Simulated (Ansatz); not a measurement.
## Effective masses and thermopower of CaS (Fm-3m)

Consider the following.

```yaml
crystal:
  lattice:
    - [0.00000, 2.85581, 2.85581]
    - [2.85581, 0.00000, 2.85581]
    - [2.85581, 2.85581, 0.00000]
  atoms:
    - { symbol: Ca, position: [0.00000, 0.00000, 0.00000] }
    - { symbol: S, position: [0.50000, 0.50000, 0.50000] }
```

These are PBE, rigid bands (plane waves, PAW, scalar-relativistic; Ansatz, a program for electronic structure) values and carry that method's errors. Condition of this run: functional PBE, cell relaxed with it. Geometry: cell and atoms relaxed with PBE.

The band gap is 2.38 eV and the electron conductivity mass (300 K, dilute) is 0.44 mₑ. The hole conductivity mass (300 K, dilute) is 0.88 mₑ, the effective density of states N_c (300 K) is 3.0e19 cm⁻³ and the effective density of states N_v (300 K) is 5.8e19 cm⁻³. The density-of-states mass, electrons is 1.12 mₑ and the density-of-states mass, holes comes out as 1.75 mₑ. The Seebeck coefficient, n-type 1e19 cm⁻³, 300 K is -309 μV/K. The best n-type power factor at 300 K for τ = 10 fs (best axis; densities from 1e16 to 1e21 cm⁻³ tried, whether or not they can be reached) is 11.0 μW/(cm·K²) at 1e20 cm⁻³. The Seebeck coefficient, p-type 1e19 cm⁻³, 300 K comes out as 367 μV/K and the best p-type power factor at 300 K for τ = 10 fs (best axis; densities from 1e16 to 1e21 cm⁻³ tried, whether or not they can be reached) is 10.6 μW/(cm·K²) at 3e20 cm⁻³.

Rigid bands; masses and Seebeck coefficients take one relaxation time τ for all states and one kind of carrier; polarons and phonon drag are left out. Spin-orbit coupling is left out; where it splits the top of the valence band, N_v and the p-type Seebeck coefficient come out somewhat high without it.
